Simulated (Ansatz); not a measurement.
The starting structures come from a database of crystals and need not be the phases stable at ambient conditions.

 Where the default PAW files enter, the runs use the earlier of Ansatz's two default sets.

Input:

```
Ga2AsP
1.0
    3.93022     0.00000     0.00000
    1.96511     3.40367     0.00000
    1.96511     1.13456     6.41726
Ga P As
2 1 1
Cartesian
  5.89533   3.40367   0.04703
  3.93022   2.26911   3.16064
  3.93022   2.26911   0.80172
  1.96511   1.13456   4.01214
```

Space group of this cell: R3m. The cell is taken as given.

Calculation: r2SCAN (plane waves, PAW; Ansatz, a quantum-chemistry and plane-wave program).

The current runs along the normal of the first two printed vectors; no spin-orbit coupling. Scaled by the factor s: all lengths (ions clamped). Meshes 10×10×10 and 12×12 across the current in all rows.

```json
[
 {"s": "0.98", "mean pressure (GPa)": "5.5", "slowest mid-gap decay constant κ (1/Å)": "?"},
 {"s": "1.00", "mean pressure (GPa)": "0.0", "slowest mid-gap decay constant κ (1/Å)": "0.090"},
 {"s": "1.02", "mean pressure (GPa)": "-4.1", "slowest mid-gap decay constant κ (1/Å)": "0.067"}
]
```

Q: Take the slope of the slowest mid-gap decay constant κ against ln s from the two given rows, extrapolate to s = 0.98, and say what the run there gives.

A: Slope = (0.067 − 0.090) / ln 1.02 = -1.16 1/Å. The line gives 0.090 + (-1.16) × ln 0.98 = 0.113 1/Å. The run gives 0.108 1/Å, 0.005 1/Å under the line, 23 % of the predicted step.
